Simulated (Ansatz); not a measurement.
Reference: Si (Fd-3m), r2SCAN with spin-orbit coupling, rigid bands (plane waves, PAW; Ansatz, a program for electronic structure); axes and stresses refer to this cell.

```
Si
1.0
    0.00000     2.71683     2.71683
    2.71683     0.00000     2.71683
    2.71683     2.71683     0.00000
Si
2
Direct
  0.00000   0.00000   0.00000
  0.25000   0.25000   0.25000
```

hole conductivity mass: 0.35 mₑ
Seebeck coefficient, n-type 1e19 cm⁻³: -308 μV/K
band gap: 0.75 eV

Problem. Change: uniaxial stress along [001] of -1.8 GPa (compression positive). What happens to hole conductivity mass, Seebeck coefficient, n-type 1e19 cm⁻³, band gap?

Solution. hole conductivity mass falls to 0.31 mₑ; Seebeck coefficient, n-type 1e19 cm⁻³ drops in size to -275 μV/K; band gap shrinks to 0.65 eV.

Problem. Change: uniaxial stress along [110] of -1.8 GPa (compression positive). What happens to hole conductivity mass, Seebeck coefficient, n-type 1e19 cm⁻³, band gap?

Solution. hole conductivity mass falls to 0.33 mₑ; Seebeck coefficient, n-type 1e19 cm⁻³ shrinks in size to -258 μV/K; band gap drops to 0.64 eV.

Problem. Change: uniaxial stress along [110] of -5.4 GPa (compression positive). What happens to hole conductivity mass, Seebeck coefficient, n-type 1e19 cm⁻³, band gap?

Solution. hole conductivity mass decreases to 0.32 mₑ; Seebeck coefficient, n-type 1e19 cm⁻³ falls in size to -265 μV/K; band gap decreases to 0.33 eV.

Problem. Change: uniaxial stress along [110] of 1.8 GPa (compression positive). What happens to hole conductivity mass, Seebeck coefficient, n-type 1e19 cm⁻³, band gap?

Solution. hole conductivity mass shrinks to 0.28 mₑ; Seebeck coefficient, n-type 1e19 cm⁻³ drops in size to -288 μV/K; band gap decreases to 0.63 eV.

Masses are for dilute carriers at 300 K, harmonic means over directions unless an axis is named. Seebeck coefficients are for the stated density at 300 K, with one relaxation time for all states and whether or not that doping can be reached. Stresses and pressures are the targets of the relaxation.  The structure type is held under load, also where the real crystal would transform.
